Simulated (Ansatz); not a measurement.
Consider CdS in the zinc blende structure (space group F-43m, No. 216; a = 5.824 Å). Axes: x, y, z lie along the cube axes.

All numbers come from PBEsol, PAW, 420 eV (Ansatz, a quantum-chemistry and plane-wave program; scalar-relativistic without spin-orbit coupling).

Base values:

```
Quantity             Value
-------------  -----------
Gap character  direct at Γ
```

Perturbation: biaxial strain −1.12 %, plane normal [001], relaxed out of plane (Cartesian); in-plane vectors clamped, the third vector and the atoms free.

Q: Estimate the effect on the energy relative to the base.

A: The energy goes up by 1.0 meV/atom.

Q: What does the calculation give for the gap character after the change?

A: The gap character is still direct at Γ.

Q: Estimate the effect on the ratio −ε⊥/ε∥.

A: The ratio −ε⊥/ε∥ amounts to 1.46.

Whether these cells are dynamically stable was not tested. k-point labels follow each cell's own Brillouin zone.
